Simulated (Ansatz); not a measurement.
## HgTe, response to strain

Take HgTe in the zinc blende structure (space group F-43m, No. 216; a = 6.651 Å) as the base.

Strains are applied to the cell and any free atomic positions relax.

The values are results of PBE (Ansatz, a program for electronic structure), no spin-orbit coupling, not measurements.

Notes on the quantities. energy relative to the base: free energy F.

| case | energy relative to the base | volume per atom | pressure |
|---|---|---|---|
| base | 0 meV/atom | 36.77 Å³ | 0.0 GPa |
| isotropic strain −3.00 % | +36 meV/atom | 33.56 Å³ | 4.0 GPa |
| isotropic strain −2.50 % | +25 meV/atom | 34.08 Å³ | 3.2 GPa |
| isotropic strain −1.50 % | +8.5 meV/atom | 35.14 Å³ | 1.7 GPa |
| isotropic strain −1.00 % | +3.7 meV/atom | 35.68 Å³ | 1.1 GPa |
| isotropic strain −0.50 % | +0.9 meV/atom | 36.22 Å³ | 0.5 GPa |
| isotropic strain +0.50 % | +0.9 meV/atom | 37.33 Å³ | -0.5 GPa |
| isotropic strain +1.50 % | +7.5 meV/atom | 38.45 Å³ | -1.4 GPa |
| isotropic strain +2.00 % | +13 meV/atom | 39.02 Å³ | -1.7 GPa |
| isotropic strain +2.50 % | +20 meV/atom | 39.60 Å³ | -2.1 GPa |

Stability against distortions was not tested. The final runs are not spin-polarised.
